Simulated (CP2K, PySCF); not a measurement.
A CP2K input for a self-consistent single point of KCl (Fm-3m, 2 atoms in the cell) (DFT PBEsol, GPW, DZVP-MOLOPT-SR-GTH basis, GTH-PBE potentials (GTH_POTENTIALS)):

```
&GLOBAL
  PROJECT calc
  RUN_TYPE ENERGY_FORCE
  PRINT_LEVEL LOW
&END GLOBAL
&FORCE_EVAL
  METHOD Quickstep
  STRESS_TENSOR ANALYTICAL
  &DFT
    BASIS_SET_FILE_NAME BASIS_MOLOPT
    POTENTIAL_FILE_NAME GTH_POTENTIALS
    &QS
      METHOD GPW
      EPS_DEFAULT 1E-11
    &END QS
    &MGRID
      CUTOFF 500
      REL_CUTOFF 50
      NGRIDS 5
    &END MGRID
    &SCF
      SCF_GUESS ATOMIC
      EPS_SCF 1E-7
      MAX_SCF 100
      ADDED_MOS 4
      &DIAGONALIZATION
        ALGORITHM STANDARD
      &END DIAGONALIZATION
      &MIXING
        METHOD BROYDEN_MIXING
        ALPHA 0.4
        NBUFFER 8
        BETA 1.5
      &END MIXING
      &SMEAR ON
        METHOD FERMI_DIRAC
        ELECTRONIC_TEMPERATURE [K] 116.05
      &END SMEAR
    &END SCF
    &KPOINTS
      SCHEME MONKHORST-PACK 5 5 5
    &END KPOINTS
    &XC
      &XC_FUNCTIONAL
        &PBE
          PARAMETRIZATION PBESOL
        &END PBE
      &END XC_FUNCTIONAL
    &END XC
    &PRINT
      &MO
        EIGENVALUES T
        OCCUPATION_NUMBERS T
        NDIGITS 8
        FILENAME mo
        &EACH
          QS_SCF 0
        &END EACH
        ADD_LAST NUMERIC
      &END MO
      &MULLIKEN OFF
      &END MULLIKEN
    &END PRINT
  &END DFT
  &SUBSYS
    &CELL
      ABC 4.35441000 4.35441028 4.35441013
      ALPHA_BETA_GAMMA 60.00000029 60.00000100 60.00000212
      PERIODIC XYZ
    &END CELL
    &COORD
      K        0.00000000     0.00000000     0.00000000
      Cl       4.35441000     2.51402000     1.77768050
    &END COORD
    &KIND K
      BASIS_SET DZVP-MOLOPT-SR-GTH-q9
      POTENTIAL GTH-PBE-q9
    &END KIND
    &KIND Cl
      BASIS_SET DZVP-MOLOPT-SR-GTH-q7
      POTENTIAL GTH-PBE-q7
    &END KIND
  &END SUBSYS
  &PRINT
    &FORCES ON
    &END FORCES
    &STRESS_TENSOR ON
    &END STRESS_TENSOR
  &END PRINT
&END FORCE_EVAL
```

Task: Give the PySCF input for the same structure, mesh, smearing and functional.

Result: This is the input that was run; spellings and numerical settings could be chosen otherwise.

```python
import numpy as np
from pyscf.pbc import gto, scf, dft

cell = gto.Cell()
cell.a = np.array([[0, 3.079033, 3.079033],
              [3.079033, 0, 3.079033],
              [3.079033, 3.079033, 0]])
cell.atom = '''
K               0              0              0
Cl       3.079033       3.079033       3.079033
'''
cell.basis = 'gth-dzvp-molopt-sr'
cell.pseudo = 'gth-pbe'
cell.ke_cutoff = 60
cell.precision = 1e-07
cell.max_memory = 2000
cell.verbose = 4
cell.build()

kpts = cell.make_kpts([5, 5, 5])
kmf = dft.KRKS(cell, kpts).multigrid_numint()
kmf.xc = 'pbesol'
kmf.conv_tol = 1e-09
kmf.max_cycle = 80
kmf.diis_start_cycle = 5
kmf.damp = 0.5
kmf = scf.addons.smearing_(kmf, sigma=0.000367493, method='fermi')
kmf.kernel()

res = dict(e_tot=kmf.e_tot, converged=kmf.converged, nao=cell.nao, mesh=cell.mesh, nelectron=cell.nelectron)
res.update(e_free=kmf.e_free, e_zero=kmf.e_zero)
np.savez('results.npz', **res)
eps, occ = np.array(kmf.mo_energy), np.array(kmf.mo_occ)
nk = len(kmf.kpts)
res.update(mo_energy=eps, mo_occ=occ)
print('electrons per cell = %.6f' % (occ.sum() / nk))
full = 1.0
print('highest filled level = %.6f Ha, lowest empty level = %.6f Ha' % (eps[occ > full].max(), eps[occ <= full].min()))
np.savez('results.npz', **res)
```

Basis, cutoffs, solver keys and any potentials are the target program's own. This input uses DFT PBESOL, Gaussian basis gth-dzvp-molopt-sr, GTH pseudopotentials gth-pbe, FFT density fitting with multigrid. Both were run: gap on the mesh 5.237 eV in CP2K and 5.238 in PySCF.

On CP2K: the starting cell comes from a database of computed structures (which also holds hypothetical and non-ambient phases and stackings), without a prior relaxation at this level. For this run, on top of that: lattice scaled by 0.98. Values carry the incompleteness of an atom-centred basis. The potentials were made for another functional than the one used.

On PySCF: the starting cell comes from a database of computed structures (which also holds hypothetical and non-ambient phases and stackings), without a prior relaxation at this level. For this run, on top of that: lattice scaled by 0.98. Values carry the incompleteness of an atom-centred basis.
